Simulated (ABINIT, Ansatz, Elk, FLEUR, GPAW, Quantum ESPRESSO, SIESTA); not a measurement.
## One structure in several programs: CoH (Fm-3m, 2 atoms in the cell)

Self-consistent single point.

```yaml
crystal:
  lattice:
    - [0.00000, 1.84296, 1.84296]
    - [1.84296, 0.00000, 1.84296]
    - [1.84296, 1.84296, 0.00000]
  atoms:
    - { symbol: Co, position: [0.00000, 0.00000, 0.00000], spin: 3.0 }
    - { symbol: H, position: [0.50000, 0.50000, 0.50000] }
```
(The spins are starting values, not results.)

Shared settings, as Ansatz (an electronic-structure program) writes them: kpoints.mp_grid.grid = 4 4 4; scf.occupations.method = gaussian; scf.occupations.width = 0.2 eV. Potentials and cutoffs stand in the table.

| code | model | pressure (GPa) | size of the net moment (μB/atom) | cutoff |
|---|---|---|---|---|
| SIESTA | GGA PBEsol, numerical atomic orbitals DZP, PseudoDojo PBEsol standard norm-conserving potentials (rewritten from UPF to PSML) | -13.80 | 0.42 | grid 300 Ry |
| Elk | PBEsol, all-electron FP-LAPW, Elk's shipped species files, default APW+lo basis | – | 0.42 | default |
| ABINIT | PBEsol, norm-conserving pseudopotentials (PseudoDojo nc-sr-04 PBEsol standard) | -9.05 | 0.42 | 48 Ha |
| FLEUR | PBEsol, all-electron FLAPW (FLEUR), scalar-relativistic valence | – | 0.42 | Kmax 4.8 1/bohr |
| GPAW | PBEsol, GPAW PAW datasets PBEsol (made by gpaw-setup) | -7.32 | 0.42 | 800 eV |
| Ansatz | PBEsol, default PAW files made with PBE | -9.13 | 0.42 | default |
| Quantum ESPRESSO | PBEsol, SSSP 1.1.2 efficiency (PBE) pseudopotentials | -9.23 | 0.44 | 55 Ry |

A dash marks a value that a program does not give, or that is left out as unsure.

On Ansatz's run: with one magnetic atom in the cell only a parallel order is possible.

The spread over the programs that give each value: pressure within 6.48 GPa; size of the net moment within 0.02 μB/atom.

SIESTA uses small atom-centred bases, whose incompleteness enters pressures, forces and empty levels differently from a plane-wave cutoff. Elk and FLEUR treat all electrons, but the usual bases taken here (sphere radii, linearisation, local orbitals, empty states) were not tested for convergence, so the values are no reference for the others. Ansatz's pressure is given at a fixed set of plane waves, as the other plane-wave codes print theirs; with its correction for the finite basis it is -8.81 GPa (the shift of 0.32 GPa shows how far the cutoff is from converged). In the pressure, SIESTA (by 4.71) and GPAW (by 1.77) lie more than 1 GPa from the median of the plane-wave programs.

On the base mesh (15 15 15) the same programs gave: Ansatz pressure -6.63 GPa; Quantum ESPRESSO pressure -6.36 GPa; ABINIT pressure -6.53 GPa; GPAW pressure -4.76 GPa; SIESTA pressure -10.65 GPa.

The values differ from the base mesh's, so the mesh still matters here: the table compares the programs at equal settings.

The starting cell comes from a database of computed structures (which also holds hypothetical and non-ambient phases and stackings), without a prior relaxation at this level.

Keys are those of Ansatz 0.2.
